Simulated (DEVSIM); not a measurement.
System: W/SiON/n-Ge capacitor, at 400 K.

Layer 1 from the left is SiON, thickness (nm) 12.0. Layer 2 from the left is Ge, thickness (nm) 6200, Nd (cm⁻³) 9.3e15.

Metal gate on the left, work function 4.6 eV. Fixed charge at the semiconductor interface -3.5e10 cm⁻² (in units of +e); interface traps 2.1e10 cm⁻² eV⁻¹, uniform in energy, neutral level at 0.3 of the gap above the valence band.

Constants are typed, rounded textbook-type inputs, not results; the design itself was drawn at random and stands for no fabricated device. Values at 300 K; Nc and Nv go as T^1.5, mobilities as T to minus their exponent, the gap by Varshni's rule with the affinity fixed.

SiON: gap (eV) 7, affinity (eV) 1.4, permittivity 5.5. Ge: gap (eV) 0.664, affinity (eV) 4, permittivity 16, Nc (cm⁻³) 1.04e19, Nv (cm⁻³) 6e18, Varshni α (eV/K) 0.000477, Varshni β (K) 235.

Simulated with DEVSIM: 1D Poisson equation in equilibrium, Boltzmann statistics, complete ionisation; no quantum confinement or tunnelling. Metal contacts follow the ideal Schottky-Mott rule: no Fermi-level pinning, no interface dipoles.

What does the simulation give for the flat-band voltage?

flat-band voltage 0.36 V.
